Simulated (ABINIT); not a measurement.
A self-consistent single point of RbBr (Fm-3m, 2 atoms in the cell) with ABINIT.

Method: PBE, spin-orbit coupling, norm-conserving pseudopotentials (PseudoDojo nc-fr-04 PBE standard) (plane waves; ABINIT 10.0.3).

```xyz
2
Lattice="0.0000 3.4450 3.4450 3.4450 0.0000 3.4450 3.4450 3.4450 0.0000" Properties=species:S:1:pos:R:3 pbc="T T T"
Rb     0.0000     0.0000     0.0000
Br     3.4450     3.4450     3.4450
```

Reference input (self-consistent single point, DFT, PBE, plane waves, norm-conserving pseudopotentials (PseudoDojo nc-sr-05 PBE standard)): pseudos = [Rb.upf, Br.upf]; ecut = 626 eV; ixc = 11; occopt = 3; tsmear = 0.00073499 Ha; ngkpt = 8 8 8; nshiftk = 1; shiftk = 0 0 0; potentials = PseudoDojo nc-sr-05 PBE standard; nband = 13; kptopt = 1; nstep = 60. This run's input differs from it in these lines:

```diff
@@ -1,2 +1,2 @@
-# RbBr, PseudoDojo nc-sr-05 PBE standard
+# RbBr, PseudoDojo nc-fr-04 PBE standard
 pp_dirpath "./"
@@ -17,5 +17,7 @@
 ixc 11
+nspinor 2
+nspden 1
 occopt 3
 tsmear 0.00073499
-nband 13
+nband 28
 kptopt 1
```

Its files differ too (potentials: PseudoDojo nc-sr-05 PBE standard → PseudoDojo nc-fr-04 PBE standard).

Output, abridged:

```
--- !BeginCycle
solver: {iscf: 7, nstep: 60, nline: 4, wfoptalg: 0, }
tolerances: {tolvrs: 1.00E-11, }
...

     iter   Etot(hartree)      deltaE(h)  residm     vres2
 ETOT  1  -42.920146771663    -4.292E+01 2.721E-02 7.888E+01
 ETOT  2  -42.941637675830    -2.149E-02 4.936E-02 3.318E+00
 ETOT  3  -42.942014674330    -3.770E-04 1.574E-02 5.310E-01
 ETOT  4  -42.942034434911    -1.976E-05 2.081E-03 4.641E-02
 ETOT  5  -42.942036100449    -1.666E-06 1.138E-03 3.969E-04
 ETOT  6  -42.942036111167    -1.072E-08 5.975E-04 3.568E-06
 ETOT  7  -42.942036111265    -9.842E-11 7.322E-04 1.727E-07
 ETOT  8  -42.942036111276    -1.074E-11 3.133E-04 8.640E-09
 ETOT  9  -42.942036111275     4.903E-13 4.772E-04 2.006E-10
 ETOT 10  -42.942036111277    -1.513E-12 2.522E-04 1.947E-12
 At SCF step   10       vres2   =  1.95E-12 < tolvrs=  1.00E-11 =>converged.

 Cartesian components of stress tensor (hartree/bohr^3)
  sigma(1 1)= -2.53200224E-05  sigma(3 2)=  0.00000000E+00
  sigma(2 2)= -2.53200224E-05  sigma(3 1)=  0.00000000E+00
  sigma(3 3)= -2.53200224E-05  sigma(2 1)=  0.00000000E+00

 ----iterations are completed or convergence reached----

 reduced coordinates (array xred) for    2 atoms
       0.000000000000      0.000000000000      0.000000000000
       0.500000000000      0.500000000000      0.500000000000
 cartesian forces (eV/Angstrom) at end:
    1     -0.00000000000000    -0.00000000000000    -0.00000000000000
    2     -0.00000000000000    -0.00000000000000    -0.00000000000000
 frms,max,avg= 0.0000000E+00 0.0000000E+00   0.000E+00  0.000E+00  0.000E+00 e/A
   [... lines left out ...]
 Fermi (or HOMO) energy (hartree) =   0.04876   Average Vxc (hartree)=  -0.26925
   [... lines left out ...]
total_energy        : -4.29420361112768E+01
total_energy_eV     : -1.16851222835393E+03
band_energy         : -5.31674557037934E+00
...

-Cartesian components of stress tensor (GPa)         [Pressure=  7.4494E-01 GPa]
- sigma(1 1)= -7.44940653E-01  sigma(3 2)=  0.00000000E+00
- sigma(2 2)= -7.44940653E-01  sigma(3 1)=  0.00000000E+00
- sigma(3 3)= -7.44940653E-01  sigma(2 1)=  0.00000000E+00

 Calculation completed.
```

The run converged in 10 iterations. Against the reference run the pressure moves little (0.71 to 0.74 GPa) and the gap on the mesh goes from 4.326 to 4.163 eV.

The starting cell has typed, rounded lattice constants, without a prior relaxation at this level.

Cost on one core of a shared machine: roughly 3 min.
